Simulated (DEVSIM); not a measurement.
# Schottky contact on n-type GaP

System: Schottky contact on n-type GaP, at 300 K.

```
layer (left to right)  material  thickness (μm)  Nd (cm⁻³)  τn (s)  τp (s)
---------------------  --------  --------------  ---------  ------  ------
1                           GaP            3.30     5.8e16  1.7e-6  1.7e-6
2                           GaP            21.0     7.7e17  1.7e-6  1.7e-6
```

Left contact: Schottky, work function 4.65 eV, emission velocity 4.8e6 cm/s. Right contact: ohmic. Voltage is applied to the left contact. Recombination: SRH at mid-gap. Mobility is constant in doping.

Constants are typed, rounded textbook-type inputs, not results; the design itself was drawn at random and stands for no fabricated device. Values at 300 K.

| parameter | GaP |
|---|---|
| gap (eV) | 2.26 |
| affinity (eV) | 3.8 |
| permittivity | 11.1 |
| Nc (cm⁻³) | 1.8e19 |
| Nv (cm⁻³) | 1.9e19 |
| μn (cm²/Vs) | 250 |
| μp (cm²/Vs) | 150 |

DEVSIM, 1D drift-diffusion, Boltzmann statistics, complete ionisation; no tunnelling, impact ionisation, image-force lowering or self-heating. Metal contacts follow the ideal Schottky-Mott rule: no Fermi-level pinning, no interface dipoles.

```
Item                                            Result
---------------------------------------------  -------
Potential step across the device at zero bias  0.769 V
Dark forward voltage at 1 A/cm²                0.432 V
Dark forward voltage at 100 A/cm²              0.577 V
```

Dark forward current:

| V (V) | J (A/cm²) |
|---|---|
| 0.05 | 3.6e-7 |
| 0.15 | 2.0e-5 |
| 0.20 | 0.00014 |
| 0.30 | 0.0064 |
| 0.35 | 0.044 |
| 0.45 | 2.0 |
| 0.55 | 56 |
| 0.60 | 160 |
| 0.70 | 490 |
| 0.80 | 890 |
| 0.85 | 1100 |
| 0.95 | 1500 |
| 1.00 | 1800 |
| 1.10 | 2200 |

Dark reverse current:

```
V (V)   J (A/cm²)
------  ---------
-0.20     -6.3e-8
-0.50     -6.4e-8
-1.00     -6.6e-8
-1.50     -6.6e-8
-2.00     -6.7e-8
-3.00     -6.8e-8
-4.00     -6.8e-8
-5.00     -6.9e-8
-6.50     -6.9e-8
-8.00     -6.9e-8
-10.00    -7.0e-8
```
